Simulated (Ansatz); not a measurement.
**How far PBE and PBEsol part for hypothetical P-3m1 Be3As2**

The reference is Be3As2 (space group P-3m1, No. 164; a = 3.6304 Å, c = 6.0097 Å; a hypothetical phase, not in the database extracts checked).

(Cell as relaxed with PBE.)

Levels (all Ansatz, a program for electronic structure, PAW): PBE (420 eV, scalar-relativistic without spin-orbit coupling); PBEsol (420 eV, spin-orbit coupling left out).

Each level relaxes its own structure.

```tsv
quantity	PBE	PBEsol
volume per atom	13.72 Å³	[?]
lattice parameter a	3.630 Å	[?]
lattice parameter c	6.010 Å	[?]
band gap	zero	[?]
```

### Question
Predict the PBEsol column.

### Answer

- volume per atom, PBEsol: 13.37 Å³
- lattice parameter a, PBEsol: 3.599 Å
- lattice parameter c, PBEsol: 5.960 Å
- band gap, PBEsol: zero

PBE's volume per atom lies 0.35 Å³ above PBEsol's (2.6 %); PBE's lattice parameter a lies 0.0315 Å above PBEsol's (0.9 %); PBE's lattice parameter c lies 0.050 Å above PBEsol's (0.8 %); the two agree on the band gap. Neither level is exact; PBEsol is the comparison here, not a measurement.

No phonon test of stability was made. The final runs are not spin-polarised.
